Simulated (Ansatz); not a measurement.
An Ansatz (a first-principles code) input (plane-wave PAW DFT at the PBE level (Ansatz, 420 eV), scalar-relativistic without spin-orbit coupling):

Ansatz 0.2 input:
```yaml
crystal:
  lattice:
    - [3.6007241718, 0, 0]
    - [1.8003620859, 7.1889939136, 0]
    - [0, 0, 3.7304442682]
  atoms:
    - { symbol: Si, position: [0.946842011, 0.106315978, 0.75] }
    - { symbol: Si, position: [0.053157989, 0.893684022, 0.25] }
    - { symbol: Si, position: [0.2497862193, 0.5004275614, 0.75] }
    - { symbol: Si, position: [0.7502137807, 0.4995724386, 0.25] }
    - { symbol: Zr, position: [0.6053724182, 0.7892551636, 0.75] }
    - { symbol: Zr, position: [0.3946275818, 0.2107448364, 0.25] }
basis: { ecutwfc: 420, ecutrho_ratio: 4, xc_grid: 2, fft_grid_basis: typed }
kpoints: { mp_grid: { grid: [13, 13, 13] } }
hamiltonian:
  xc: pbe
  dispersion: none
  pseudopotentials: { kind: paw }
scf: { occupations: { method: fermi_dirac, width: 0.05 } }
relax: { f_tol: 0.005, max_steps: 50, cell: { stress_tol: 0.01, fix: [a, b, gamma] } }
output: { forces: true, stress: true }
checkpoint: { write: state.ck, write_every: 1000 }
```

**Question.** Which symmetry and how many k-points will the program report, and about how many plane waves at Γ?

**Answer.** Space group Cmcm (ITA 63) with 8 operations, k-points 343 of 2197, and 1875 plane waves at Γ.

**Question.** And the final pressure?

**Answer.** 4.91 GPa (compression positive).

The cells carry an imposed strain or load. Stability against distortions was not tested. All final runs are without spin polarisation. The cell was made from ZrSi₂ (space group Cmcm, No. 63) by this change: biaxial strain −2.80 %, plane normal [001], relaxed out of plane.
